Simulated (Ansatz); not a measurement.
Results of r²SCAN (Ansatz, a quantum-chemistry and plane-wave program, plane waves, PAW) for rock-salt NaH.

Settings: plane-wave cutoff 560 eV, 12×12×12 k mesh, Fermi–Dirac smearing 0.01 eV, scalar-relativistic PAW data made under PBE.

The cell has the measured lattice parameters. Conventional cell: a = 4.8720 Å, b = 4.8720 Å, c = 4.8720 Å, α = 90.00°, β = 90.00°, γ = 90.00°.

```yaml
crystal:
  lattice:
    - [0.00000, 2.43600, 2.43600]
    - [2.43600, 0.00000, 2.43600]
    - [2.43600, 2.43600, 0.00000]
  atoms:
    - { symbol: Na, position: [0.00000, 0.00000, 0.00000] }
    - { symbol: H, position: [0.50000, 0.50000, 0.50000] }
```

List the 5 lowest band energies at Γ above −25 eV (eV, relative to the valence band maximum), grouping those that round alike.

At Γ: -22.86 (×3), -3.51, 11.19.

Note: cell and atoms aren't relaxed at this level (pressure -1.1 GPa).
